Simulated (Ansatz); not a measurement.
The starting structures come from a database of crystals and need not be the phases stable at ambient conditions.

Inside the gap of an insulator the Bloch states are evanescent, with a wavenumber k + iκ along the transport direction.

Data:

```
Nb3I7Te
1.0
    7.60167     0.00000     0.00000
   -3.80083     6.58324     0.00000
    0.00000     0.00000     6.80196
Nb Te I
3 1 7
Cartesian
  6.08337   0.87659   3.39554
  3.80083   4.83006   3.39554
  1.51830   0.87659   3.39554
  0.00000   0.00000   1.32416
 -1.86188   5.46379   5.22702
  0.00000   2.23891   5.22702
  1.86188   5.46379   5.22702
 -1.88115   3.30274   1.85077
  1.88115   3.30274   1.85077
  0.00000   6.56099   1.85077
  3.80083   2.19441   4.86779
```

Space group of this cell: P3m1. The cell was relaxed by PBE-D3(BJ); by r2SCAN its mean pressure is 2.1 GPa.

Transport runs along the normal of the first two printed cell vectors, the (001) plane of the conventional cell.

The gap is the functional's own, uncorrected, and κ follows it; spin-orbit coupling is left out. Mid-gap values are interpolated between the computed energies.

Compute, with r2SCAN (Ansatz, a program for electronic structure), the band gap and the smallest decay constant κ at mid-gap.

Gap 0.63 eV on a 6×6×6 mesh; κ = 0.174 1/Å, at the zone centre.
